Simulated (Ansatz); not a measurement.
# Response to strain in TiC

Start from TiC in the rock salt structure (space group Fm-3m, No. 225; relaxed with 0.1 eV smearing).

```cif
data_CTi
_chemical_formula_sum 'Ti1 C1'
_space_group_name_H-M_alt 'P 1'
_space_group_IT_number 1
_cell_length_a 3.06395
_cell_length_b 3.06395
_cell_length_c 3.06395
_cell_angle_alpha 60.000
_cell_angle_beta 60.000
_cell_angle_gamma 60.000
loop_
_space_group_symop_operation_xyz
  'x, y, z'
loop_
_atom_site_label
_atom_site_type_symbol
_atom_site_fract_x
_atom_site_fract_y
_atom_site_fract_z
_atom_site_occupancy
Ti1 Ti 0.00000 0.00000 0.00000 1
C1 C 0.50000 0.50000 0.50000 1
```

Strains are applied to the cell and any free atomic positions relax.

Method: plane-wave PAW DFT at the PBE level (Ansatz, a program for electronic structure, 420 eV), spin-orbit coupling left out.

```tsv
isotropic strain (%)	pressure (GPa)
-2.5	22.1
-1.5	12.4
-1	8.0
-0.5	3.9
0	0.0
0.5	-3.6
2	-13.2
2.5	?
3	-18.6
```

### Question
Fit P = P₀ − Bδ + Cδ² with δ = (1 + ε)³ − 1 to the rows shown and predict the withheld row.

### Answer
Least squares on the printed values gives P₀ = 0.0 GPa, B = 256 GPa, C = 608 GPa (largest residual 0.2 GPa); this predicts -16.1 GPa, and the run gives -16.0 GPa, in agreement.

Whether these cells are dynamically stable was not tested. All final runs are without spin polarisation.
